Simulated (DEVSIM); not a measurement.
Device: GaP/Si n-p heterojunction, at 400 K.

Layer 1 from the left is GaP, thickness (μm) 1.20, Nd (cm⁻³) 4.6e16, τn (s) 1.2e-6, τp (s) 1.2e-6. Layer 2 from the left is Si, thickness (μm) 0.210, Na (cm⁻³) 1.4e18, τn (s) 1.2e-6, τp (s) 1.2e-6.

Left contact: ohmic. Right contact: ohmic. Voltage is applied to the left contact. Recombination: SRH at mid-gap, radiative. Mobility is constant in doping.

This is a model device: material constants are rounded textbook-type values typed into the input, and sizes, dopings and lifetimes were drawn at random. Values at 300 K; Nc and Nv go as T^1.5, mobilities as T to minus their exponent, the gap by Varshni's rule with the affinity fixed.

GaP: gap (eV) 2.26, affinity (eV) 3.8, permittivity 11.1, Nc (cm⁻³) 1.8e19, Nv (cm⁻³) 1.9e19, μn (cm²/Vs) 250, μp (cm²/Vs) 150, T exponent of μn 1.6, T exponent of μp 1.98, B (cm³/s) 1e-13, Varshni α (eV/K) 0.00058, Varshni β (K) 372. Si: gap (eV) 1.124, affinity (eV) 4.05, permittivity 11.7, Nc (cm⁻³) 2.86e19, Nv (cm⁻³) 3.1e19, μn (cm²/Vs) 1417, μp (cm²/Vs) 470, T exponent of μn 2.3, T exponent of μp 2.2, B (cm³/s) 4.7e-15, Varshni α (eV/K) 0.000473, Varshni β (K) 636.

Simulated with DEVSIM: 1D drift-diffusion, Boltzmann statistics, complete ionisation; no tunnelling, impact ionisation, image-force lowering or self-heating. Band offsets follow the typed affinities; no thermionic-emission limit at abrupt steps, no polarisation charge.

Task: What does the simulation give for the dark forward voltage at 1 A/cm², the potential step across the device at zero bias, the largest field in the device at zero bias?

Result: dark forward voltage at 1 A/cm² 0.584 V; potential step across the device at zero bias 1.004 V; largest field in the device at zero bias 120000 V/cm.
